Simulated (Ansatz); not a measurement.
Consider AlN in the zinc blende structure (space group F-43m, No. 216; a = 4.3698 Å).

Level of theory: Kohn–Sham DFT with the r2SCAN functional, run in Ansatz (a quantum-chemistry and plane-wave program) with PAW and 500 eV plane waves, no SOC.

Strains are applied to the cell and any free atomic positions relax.

One change was made to it. Results:

The electron mass becomes 0.52 mₑ along k, 0.33 mₑ across (at X) (base: 0.51 mₑ along k, 0.33 mₑ across (at X)); the valley order (the lowest conduction-band minima on the path, energy above the VBM, named in the base's zone) changes from X along ⟨100⟩ 3.94 eV; Γ 4.84 eV to X along ⟨100⟩ 3.90 eV; Γ 4.43 eV; the smallest direct gap falls by 0.41 eV, from 4.84 eV to 4.43 eV.

Name the change that was made.
A. isotropic strain +2.50 %
B. isotropic strain +1.50 %
C. isotropic strain +3.00 %

B, isotropic strain +1.50 %. For comparison, the valley order in the other runs: isotropic strain +2.50 % gives X along ⟨100⟩ 3.88 eV; Γ 4.17 eV; isotropic strain +3.00 % gives X along ⟨100⟩ 3.86 eV; Γ 4.04 eV.

Effective masses come from finite differences of ±0.01 Å⁻¹. Along k means along the line from Γ to the band edge. Stability against distortions was not tested. This is not the structure that AlN has at room temperature and ambient pressure.
